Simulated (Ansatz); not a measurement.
The parent structure is MgF₂ in the rutile structure (space group P4_2/mnm, No. 136; a = 4.6389 Å, c = 3.0624 Å). Axes: x, y, z lie along a, b, c of the conventional cell.

Now apply this change: uniaxial stress, 8 GPa tension along x; all other stress components relax to zero.

Levels (all Ansatz, a quantum-chemistry and plane-wave program, PAW): PBEsol (420 eV, no SOC); r2SCAN (500 eV, no spin-orbit coupling); HSE06 (420 eV, without spin-orbit coupling).

At the geometry relaxed with PBEsol, these levels gave the following band gaps, in shuffled order: (a) 6.70 eV, (b) 9.13 eV, (c) 7.76 eV.

Problem. Match each gap to its level.

Solution. (a) PBEsol; (b) HSE06; (c) r2SCAN.

Single points use the geometry relaxed with PBEsol. Load acts through the strain it causes; cell and atoms are relaxed under it. Stability under load was not tested beyond the relaxation. The base started in Pnnm and relaxed to P4_2/mnm at this level.
